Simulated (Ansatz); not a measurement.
The starting structures come from a database of crystals and need not be the phases stable at ambient conditions.

Inside the gap of an insulator the Bloch states are evanescent, with a wavenumber k + iκ along the transport direction.

Input:

```yaml
crystal:
  lattice:
    - [3.98333, 0.00000, 0.00000]
    - [0.00000, 5.72519, 0.00000]
    - [0.00000, 2.86259, 2.87534]
  atoms:
    - { symbol: Ba, position: [0.00000, 0.99659, 0.00682] }
    - { symbol: Ti, position: [0.50000, 0.48150, 0.03700] }
    - { symbol: O, position: [0.50000, 0.02157, 0.46978] }
    - { symbol: O, position: [0.50000, 0.50865, 0.46978] }
    - { symbol: O, position: [0.00000, 0.51180, 0.97640] }
```

The cell is taken as given; by r2SCAN it stands under a pressure of -1.8 GPa.

Transport runs along the normal of the first two printed cell vectors.

The gap is the functional's own. No spin-orbit coupling. Mid-gap values are those at the computed energy nearest the middle.

Question: Estimate the band gap and the smallest decay constant κ at mid-gap that r2SCAN (Ansatz, a quantum-chemistry and plane-wave program) returns for this system.

Answer: Gap 2.56 eV on a 8×10×10 mesh; κ = 0.345 1/Å, at (0.000, 0.167) of the in-plane reciprocal vectors. At the zone centre the slowest state has κ = 0.36 1/Å.
